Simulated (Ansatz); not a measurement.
Carrier properties of SnO₂ under load (space group P4_2/mnm)

Here is the system:

```
SnO2
1.0
    4.67747     0.00000     0.00000
    0.00000     4.67747     0.00000
    0.00000     0.00000     3.18515
Sn O
2 4
Direct
  0.50000   0.50000   0.50000
  0.00000   0.00000   0.00000
  0.19437   0.80563   0.50000
  0.80563   0.19437   0.50000
  0.69437   0.69437   0.00000
  0.30563   0.30563   0.00000
```

The numbers are results of PBEsol with spin-orbit coupling, rigid bands (plane waves, PAW; Ansatz, a quantum-chemistry and plane-wave program), not measurements. Condition of this run: hydrostatic pressure 10 GPa (the target of the relaxation). How the cell was made: cell and atoms relaxed with PBEsol, then loaded as said.

```
Item                                                                                                                                                               Result
---------------------------------------------------------------------------------------------------------------------------------------  --------------------------------
band gap                                                                                                                                                          1.43 eV
electron conductivity mass (300 K, dilute)                                                                                               0.23 (x), 0.23 (y), 0.197 (z) mₑ
hole conductivity mass (300 K, dilute)                                                                                                    1.36 (x), 1.36 (y), 1.80 (z) mₑ
effective density of states N_c (300 K)                                                                                                                       2.6e18 cm⁻³
effective density of states N_v (300 K)                                                                                                                       4.3e19 cm⁻³
density-of-states mass, electrons                                                                                                                                 0.22 mₑ
density-of-states mass, holes                                                                                                                                     1.43 mₑ
Seebeck coefficient, n-type 1e19 cm⁻³, 300 K                                                                                                                    -121 μV/K
best n-type power factor at 300 K for τ = 10 fs (best axis; densities from 1e16 to 1e21 cm⁻³ tried, whether or not they can be reached)       2.1 μW/(cm·K²) at 1e19 cm⁻³
Seebeck coefficient, p-type 1e19 cm⁻³, 300 K                                                                                                                     340 μV/K
best p-type power factor at 300 K for τ = 10 fs (best axis; densities from 1e16 to 1e21 cm⁻³ tried, whether or not they can be reached)       5.0 μW/(cm·K²) at 1e20 cm⁻³
```

Rigid bands; masses and Seebeck coefficients take one relaxation time τ for all states and one kind of carrier; polarons and phonon drag are left out.
